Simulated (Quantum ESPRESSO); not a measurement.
A working Quantum ESPRESSO input for ZnS₂ (Pa-3, 12 atoms in the cell) (DFT, PBEsol, plane waves, PSlibrary ultrasoft (PBE) pseudopotentials):

```fortran
&CONTROL
    calculation = 'scf'
    prefix = 'scf'
    outdir = './work'
    pseudo_dir = './'
    tprnfor = .true.
    tstress = .true.
/
&SYSTEM
    ibrav = 0
    nat = 12
    ntyp = 2
    ecutwfc = 50
    ecutrho = 300
    occupations = 'smearing'
    smearing = 'fd'
    degauss = 0.0036749
    input_dft = 'pbesol'
/
&ELECTRONS
    conv_thr = 1.0d-9
    mixing_beta = 0.7
/
ATOMIC_SPECIES
Zn    65.3800  Zn.pbe-dn-rrkjus_psl.1.0.0.UPF
S     32.0600  S.pbe-n-rrkjus_psl.1.0.0.UPF
ATOMIC_POSITIONS {crystal}
Zn    0.5000000000    0.5000000000    0.0000000000
Zn    0.0000000000    0.5000000000    0.5000000000
Zn    0.0000000000    0.0000000000    0.0000000000
Zn    0.5000000000    0.0000000000    0.5000000000
S     0.1002500000    0.8997500000    0.3997500000
S     0.8997500000    0.1002500000    0.6002500000
S     0.3997500000    0.1002500000    0.8997500000
S     0.6002500000    0.8997500000    0.1002500000
S     0.6002500000    0.6002500000    0.6002500000
S     0.3997500000    0.3997500000    0.3997500000
S     0.8997500000    0.3997500000    0.1002500000
S     0.1002500000    0.6002500000    0.8997500000
K_POINTS {automatic}
3 3 3  0 0 0
CELL_PARAMETERS {angstrom}
   5.9454300000     0.0000000000     0.0000000000
   0.0000000000     5.9454300000     0.0000000000
   0.0000000000     0.0000000000     5.9454300000
```

The run converged in 9 iterations: free energy E − TS -10325.2581 eV; top of the valence band (on the code's own zero) 8.17 eV; gap on the k-point mesh 1.63 eV; pressure -2.13 GPa; largest force (vector length) 0.343 eV/Å. Each of these slips is then made, one at a time:

(1)
```diff
-    pseudo_dir = './'
+    pseudo_dir = './pp'
```

(2)
```diff
-    smearing = 'fd'
+    smearing = 'methfessel'
```

Q: How does each altered input end?

A: 
(1) A wrong folder for the potentials. The program stopped before any SCF iteration.
```
Error in routine readpp (1):
file ./pp/Zn.pbe-dn-rrkjus_psl.1.0.0.UPF not found
```

(2) A value that the program does not know. The program stopped before any SCF iteration.
```
Error in routine  set_occupations (1):
smearing methfessel unknown
```

The starting cell comes from a database of computed structures (which also holds hypothetical and non-ambient phases and stackings), without a prior relaxation at this level.

Left out of this page: 4 runs of the series outside the window shown, repeating another row's setting, or not comparable; 1 run of the series stopped by limits of time or memory.
